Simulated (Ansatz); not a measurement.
Checking a run of Ansatz (an electronic-structure program) on Si₂W (Cmcm, 6 atoms in the cell). The aim is a self-consistent single point with DFT, PBE, plane waves, default PAW files.

Cell that was meant: a = 7.0338 Å, b = 7.0338 Å, c = 3.3999 Å, α = 90.00°, β = 90.00°, γ = 151.56°.

Part of the input:

Ansatz 0.2 input:
```yaml
  xc: pbe
  pseudopotentials: { kind: paw }
scf:
  occupations: { method: fixed }
output:
  forces: true
  eigenvalues: true
```

Output (repeated stretches shortened):

```
WARN basis.ecutwfc = 420 eV, the default
WARN ansatz: RAYON_NUM_THREADS=1 ignored (pool sized by the plan → 1); use --threads N
   [... lines left out ...]
Symmetry: 8 space group operations
Space group: Cmcm (ITA 63), of the structure as read, at distance tolerance 4.3e-5 Å
k-points: 64 of 343
Initial density: superposition of atomic densities (neutral atoms: chi_scale 0, normalization atom), corrected by the library's trained network
Initial wavefunctions: pseudopotential atomic-orbital guess
Eigensolver: davidson
Functional: x = pbe(κ = 0.804, μ = 0.2195149727645171), c = pbe(β = 0.06672455060314922)
SCF iter   1: F=—  HF=-23311.411844 eV  |F-HF|=—  |Δ(HF+E_count)|=         —  Δρ=6.98e-3  dr2=2.72e-2  ethr=1.77e-3  ⟨swp⟩=4.1  Hψ=7503  notcnv=0  defer=233
all-band conjugate gradients solve this SCF's bands
   [... lines left out ...]
WARN: the bands overlap at the fill by count (22 filled at each k-point of a channel) …
SCF 1 converged in 6 iterations: F = -23311.408123 eV  dr2 = 4.93e-8
Free energy (F): -23311.408123 eV
Internal energy: -23311.408123 eV  (E = F + TS)
E sigma→0 (E₀):  -23311.408123 eV
Fermi energy:    17.854140 eV
--- Forces (eV/Å), atoms counted from 1 ---
  atom   1  Si     0.00000000     0.00406811     0.00000000
  atom   2  Si     0.00000000    -0.00406811     0.00000000
  atom   3  Si     0.00000000     0.01930579     0.00000000
  atom   4  Si     0.00000000    -0.01930579     0.00000000
  atom   5  W      0.00000000    -1.58233271     0.00000000
  atom   6  W      0.00000000     1.58233271     0.00000000
--- Stress (GPa, compression-positive) ---
       18.567062       0.000000       0.000000
        0.000000       9.466203       0.000000
        0.000000       0.000000      19.345151
  P = ⅓ Tr σ = 15.7928 GPa (157.928 kbar)
  The stress holds the Pulay correction. Without it, at fixed plane waves, as pw.x and ABINIT print it: P = 15.7449 GPa
```

Task: Is anything amiss in this input, and did it matter?

Result: The run is not sound. The fault is fixed (insulator-type) occupations in a metal. A metal has bands that cross the Fermi level, so filling the same number of bands at every k-point puts electrons into the wrong states. To fix it, use a smearing (or tetrahedra) with enough empty bands. The run converged in 6 iterations without an error; against the sound input the free energy rises by 17.1 meV/atom, the pressure goes from 15.57 to 15.79 GPa and the largest force goes from 1.724 to 1.582 eV/Å. The full log also holds (shortened here): “WARN: iter 1: σ=0 fill of 22 bands saw a band overlap (occupied 17.8503 eV > unoccupied 17.0845 eV) — on an unconverged iterate often a transient of an (band_overlap_at_count)”.

The sound input it was made from differs as follows (other fixes are possible):
```diff
-  occupations: { method: fixed }
+  occupations: { method: cold, width: 0.1 }
```

With that input, the run converged in 6 iterations: free energy E − TS (on the zero of these files) -23311.5108 eV; Fermi level (on the code's own zero) 17.60 eV; pressure 15.57 GPa; largest force (vector length) 1.724 eV/Å (DFT, PBE, plane waves, default PAW files).

On the sound input: the starting cell was generated: these elements placed on a structure prototype, without a prior relaxation; it need not be a known phase or ordering of this composition. Its lattice was rescaled by a random factor within 2.5 % of one. Spin polarisation is off. With a pressure of about 16 GPa the cell is away from its equilibrium volume at this level. Forces in this geometry exceed 1 eV/Å. Ansatz's pressure includes its estimate of the finite-basis (Pulay) stress.
